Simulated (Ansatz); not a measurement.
**A computed series for WC: pressure series**

Base system: WC (space group P-6m2, No. 187; a = 2.9122 Å, c = 2.8362 Å).

Cell and atoms are relaxed at each pressure.

Calculations: plane-wave PAW DFT at the r2SCAN level (Ansatz, an electronic-structure program, 500 eV), scalar-relativistic without spin-orbit coupling.

Notes on the quantities. enthalpy: H = E + PV relative to the base's energy.

```tsv
case	volume per atom	enthalpy
base	10.42 Å³	–
pressure −2 GPa	…	-0.13 eV/atom
pressure −1 GPa	…	-0.07 eV/atom
pressure 0.3 GPa	10.41 Å³	+0.02 eV/atom
pressure 0.7 GPa	10.40 Å³	+0.05 eV/atom
pressure 1.5 GPa	…	+0.10 eV/atom
pressure 3 GPa	10.34 Å³	+0.19 eV/atom
pressure 5 GPa	…	+0.32 eV/atom
pressure 7.5 GPa	10.23 Å³	+0.48 eV/atom
pressure 10 GPa	10.17 Å³	+0.64 eV/atom
```

**Question.** Some entries are withheld; estimate them.

**Answer.** 
- pressure −2 GPa, volume per atom: 10.47 Å³
- pressure −1 GPa, volume per atom: 10.44 Å³
- pressure 1.5 GPa, volume per atom: 10.38 Å³
- pressure 5 GPa, volume per atom: 10.29 Å³

Load acts through the strain it causes; cell and atoms are relaxed under it. No phonon test of stability was made. Competing high-pressure phases were not computed. The final runs are not spin-polarised.
